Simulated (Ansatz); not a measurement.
The starting structures come from a database of crystals and need not be the phases stable at ambient conditions.

Inside the gap of an insulator the Bloch states are evanescent, with a wavenumber k + iκ along the transport direction.

Here is the system:

```
AlPbF3H2O2
1.0
    5.01945     0.04161    -0.02483
    0.01030     6.89728    -0.01725
   -1.92712     1.65706     5.84660
Al H Pb O F
2 4 2 4 6
Direct
  0.16072   0.32725   0.18912
  0.83928   0.67275   0.81088
  0.72617   0.52961   0.17999
  0.27383   0.47039   0.82001
  0.72565   0.14304   0.14559
  0.27435   0.85696   0.85441
  0.79762   0.19343   0.69105
  0.20238   0.80657   0.30895
  0.89596   0.55306   0.13265
  0.10404   0.44694   0.86735
  0.89956   0.14177   0.10408
  0.10044   0.85823   0.89592
  0.43294   0.13518   0.21622
  0.56706   0.86482   0.78378
  0.44518   0.48890   0.26366
  0.55482   0.51110   0.73634
  0.18409   0.23491   0.48802
  0.81591   0.76509   0.51198
```

Space group of this cell: P-1. The cell was relaxed by PBE-D3(BJ); by r2SCAN its mean pressure is -2.5 GPa.

Transport runs along the normal of the first two printed cell vectors.

The gap is the functional's own, uncorrected, and κ follows it; spin-orbit coupling is left out. Mid-gap values are interpolated between the computed energies.

Task: Estimate the band gap and the smallest decay constant κ at mid-gap that r2SCAN in Ansatz (an electronic-structure program) returns for this system.

Result: Gap 4.97 eV on a 6×6×6 mesh; κ = 0.484 1/Å, at the zone centre.
